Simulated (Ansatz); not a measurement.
The starting structures come from a database of crystals and need not be the phases stable at ambient conditions.

 Where the default PAW files enter, the runs use the earlier of Ansatz's two default sets.

**Evanescent states of CdBr₂ (R-3m, not sure to be the ambient phase, 3 atoms a cell, 29.1 Å³ an atom) along the normal of (101)**

Calculation: r2SCAN (plane waves, PAW; Ansatz, a first-principles code).

No gap correction and no spin-orbit coupling; mid-gap values are interpolated between computed energies.

Energies count from the valence-band top; κ is the least over a 8×6 mesh across the current.

```csv
E (eV),κ (1/Å),where
0.09,0.126,off Γ
0.26,0.183,off Γ
0.42,0.218,off Γ
0.59,0.240,off Γ
0.77,0.257,off Γ
0.94,0.271,off Γ
1.10,0.281,off Γ
1.27,0.280,Γ
1.45,0.275,Γ
1.61,0.271,Γ
1.78,0.265,Γ
1.96,0.259,Γ
2.12,0.250,Γ
2.29,0.240,Γ
2.46,0.226,Γ
2.63,0.210,Γ
2.81,0.191,Γ
2.98,0.165,Γ
3.15,0.131,Γ
3.31,0.076,Γ
```

Q: How thick must the barrier be to attenuate the transmission by 10^6 when the electrodes' Fermi level lies at 2.63 eV, and what attenuation does that film give at 2.12 eV?

A: d = 6 ln 10 / (2 × 0.210) = 32.9 Å. At 2.12 eV it gives 6 × 0.250/0.210 = 7.1 decades.
